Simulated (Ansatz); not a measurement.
Bond-angle distributions (per cent of the angles at each element, bins of 10°) of a relaxed model of amorphous Hf18O36H at 8.94 g/cm³. Level of theory: PBE, scalar-relativistic without spin-orbit coupling (plane waves to 420 eV, PAW; Ansatz, an electronic-structure program). The usual formal charges leave 1 electrons over, so the level spacing at the Fermi energy parts defect or band states and needn't be the band gap. In the spin-polarised cell the level spacing at the Fermi energy can part levels of unlike spin.

It comes from a melt-quench run on a machine-learned potential (CHGNet), relaxed afterwards by DFT. O atoms were pushed apart under 1.9 Å during the dynamics, to hinder bonds among them. The hot cell started wider than the set density and was brought back towards it in steps. It is the lowest in DFT energy of 2 quenches. It is a model cell: composition and starting density were chosen by hand, and all elements were melted together. No dispersion term was used. Its density started from a set value of 8.94 and ended at 8.94 g/cm³. Cooling (nominally 630 K/ps over its main leg) ran many orders faster than in experiment, which tends to leave more defects and strain. One small periodic cell is one sample of the glass; other quenches scatter about these values. The volume was held where the preparation left it and the shape relaxed, at a PBE pressure of 1.3 GPa. Stress components on the final sampling reach 1.4 GPa. On a 2×2×2 Γ-centred mesh force components of up to 0.25 eV/Å stay, since the relaxation ran on the zone centre alone.

Cut-offs for bonds: Hf-Hf 3.34 Å, Hf-O 2.62 Å, Hf-H 2.27 Å, O-O 1.58 Å, O-H 1.16 Å, H-H 0.90 Å. Two cations that share two anions don't count as bonded, nor two that share one unless they lie closer than Hf-Hf 3.25 Å.

```json
[
 {"angle (°)": "50-60", "at Hf": "0", "at O": "0"},
 {"angle (°)": "60-70", "at Hf": "4", "at O": "0"},
 {"angle (°)": "70-80", "at Hf": "27", "at O": "0"},
 {"angle (°)": "80-90", "at Hf": "17", "at O": "4"},
 {"angle (°)": "90-100", "at Hf": "10", "at O": "21"},
 {"angle (°)": "100-110", "at Hf": "7", "at O": "34"},
 {"angle (°)": "110-120", "at Hf": "5", "at O": "11"},
 {"angle (°)": "120-130", "at Hf": "6", "at O": "10"},
 {"angle (°)": "130-140", "at Hf": "10", "at O": "6"},
 {"angle (°)": "140-150", "at Hf": "7", "at O": "8"},
 {"angle (°)": "150-160", "at Hf": "4", "at O": "3"},
 {"angle (°)": "160-170", "at Hf": "2", "at O": "2"},
 {"angle (°)": "170-180", "at Hf": "1", "at O": "0"}
]
```

They go with these counts of neighbours within the cut-offs, cation contacts included: Hf mean 6.4, most often 6; O mean 3.2, most often 3.
